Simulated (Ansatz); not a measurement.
Consider NbTe2 (space group C2/m, No. 12; layered).

```cif
data_Nb3Te6
_chemical_formula_sum 'Nb3 Te6'
_space_group_name_H-M_alt 'P 1'
_space_group_IT_number 1
_cell_length_a 7.60707
_cell_length_b 7.60707
_cell_length_c 9.44552
_cell_angle_alpha 109.962
_cell_angle_beta 109.962
_cell_angle_gamma 27.952
loop_
_space_group_symop_operation_xyz
  'x, y, z'
loop_
_atom_site_label
_atom_site_type_symbol
_atom_site_fract_x
_atom_site_fract_y
_atom_site_fract_z
_atom_site_occupancy
Nb1 Nb 0.00000 0.00000 0.00000 1
Nb2 Nb 0.63792 0.63792 0.28928 1
Nb3 Nb 0.36208 0.36208 0.71072 1
Te1 Te 0.64828 0.64828 0.01247 1
Te2 Te 0.35172 0.35172 0.98753 1
Te3 Te 0.29553 0.29553 0.38100 1
Te4 Te 0.70447 0.70447 0.61900 1
Te5 Te 0.99586 0.99586 0.69309 1
Te6 Te 0.00414 0.00414 0.30691 1
```

Level of theory: r2SCAN+rVV10 (Ansatz, an electronic-structure program, PAW, no SOC).

Before the change:

- Density = 7.23 g/cm³
- Shortest interatomic distance = 2.672 Å

One thing is altered: a hydrostatic pressure of 1.5 GPa.

Task: Predict the new density.

Result: The density rises by 0.26 g/cm³ (7.23 g/cm³ → 7.49 g/cm³).

Task: What happens to the shortest interatomic distance?

Result: The shortest interatomic distance falls by 0.006 Å (2.672 Å → 2.666 Å).

Load acts through the strain it causes; cell and atoms are relaxed under it. No phonon test of stability was made. The final runs are not spin-polarised. An odd electron count without spin: NbTe2.
